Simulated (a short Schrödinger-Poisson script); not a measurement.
Structure: MOS inversion layer, SiO2 on p-type Si(100), at 300 K.

From the gate side: 0.9 nm SiO2; 720 nm Si, acceptors 3.6e17 cm⁻³.

Constants are typed, rounded textbook-type inputs, not results; the design itself was drawn at random and stands for no fabricated device. SiO2: permittivity 3.9, conduction-band edge (eV) 3.15, gap (eV) 9, electron mass (mₑ) 0.5. Si: permittivity 11.7, conduction-band edge (eV) 0, gap (eV) 1.124, Nv at 300 K (cm⁻³) 3.1e19.

Channel valleys (confinement mass, in-plane density-of-states mass, number): Δ2 0.916, 0.19, 2; Δ4 0.19, 0.417, 4. At the gate the conduction-band edge of layer 1 lies 3.74 eV − eVg above the Fermi level of the channel; the field vanishes at the back. Gaps are held at their typed values at every temperature. Mesh 0.03 nm at interfaces.

Solved with a short Schrödinger-Poisson script written for these runs: 1D Poisson equation in equilibrium, electrons quantum, Hartree (BenDaniel-Duke, 12 states a valley, the channel's in-plane mass for all, wave functions ending at the dielectric), parabolic valleys, classical holes, full ionisation, no traps, pinning or gate leakage.

```csv
Vg (V),electrons (cm⁻²),C (μF/cm²),Δ2 E0 (meV from the Fermi level),Δ4 E0 (meV from the Fermi level)
0.55,2.77e9,0.192,202.5,255.7
0.6,1.58e10,0.254,157.0,211.3
0.65,8.03e10,0.528,114.4,170.0
0.7,2.91e11,1.09,80.0,137.6
0.75,6.90e11,1.58,56.1,116.4
0.8,1.22e12,1.89,39.4,102.9
0.85,1.84e12,2.09,26.7,93.6
0.9,2.51e12,2.22,16.5,86.7
0.95,3.21e12,2.32,7.8,81.3
1,3.95e12,2.39,0.1,76.9
1.05,4.70e12,2.45,-6.8,73.2
1.1,5.47e12,2.50,-13.2,70.0
1.15,6.25e12,2.54,-19.2,67.1
1.2,7.05e12,2.57,-24.9,64.4
1.25,7.86e12,2.60,-30.3,62.0
1.3,8.67e12,2.63,-35.5,59.8
1.35,9.49e12,2.65,-40.6,57.7
1.4,1.03e13,2.67,-45.5,55.7
```

Gate voltages with under 1e9 electrons/cm² are left out.

Question: At Vg = 1.4 V the lowest Δ2 subband lies at -45.5 meV from the Fermi level. How many electrons does it hold, and what share of all?

Answer: The two-dimensional density of states is g m/(πħ²) = 1.59e11 cm⁻² meV⁻¹ (both spins), kT = 25.9 meV, so n = D kT ln(1 + exp(−E/kT)) = 7.88e12 cm⁻², 0.76 of the 1.03e13 cm⁻² in all.

Question: Compare the slope of the sheet density between 1.3 and 1.4 V with the geometric capacitance of the layers between gate and channel.

Answer: q Δn/ΔV = 2.61 μF/cm²; ε0/Σ(t/ε) = 3.84 μF/cm². The ratio is 0.68: the channel acts as a further capacitance in series.
